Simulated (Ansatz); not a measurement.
Response to strain in GaAs

Consider GaAs in the zinc blende structure (space group F-43m, No. 216).

```yaml
crystal:
  lattice:
    - [0.00000, 2.83278, 2.83278]
    - [2.83278, 0.00000, 2.83278]
    - [2.83278, 2.83278, 0.00000]
  atoms:
    - { symbol: As, position: [0.75000, 0.75000, 0.75000] }
    - { symbol: Ga, position: [0.00000, 0.00000, 0.00000] }
```

Cartesian axes are those of the cell as printed.

Strains are applied to the cell and any free atomic positions relax; under biaxial strain the out-of-plane vector relaxes too.

Method: DFT with r2SCAN, PAW potentials and a 500 eV plane-wave cutoff in Ansatz (a first-principles code), scalar-relativistic without spin-orbit coupling, earlier PAW set.

```tsv
biaxial strain, plane normal [001], relaxed out of plane (%)	band gap (eV)
0	0.97
0.44	0.90
0.99	?
2.5	0.57
```

Task: Fit E_g = E₀ + Dε (ε in %) to the rows shown and predict the withheld row.

Result: Least squares on the printed values gives E₀ = 0.97 eV, D = -160 meV per % of strain (largest residual 0.00 eV); this predicts 0.81 eV, and the run gives 0.81 eV, in agreement.

Stability against distortions was not tested.
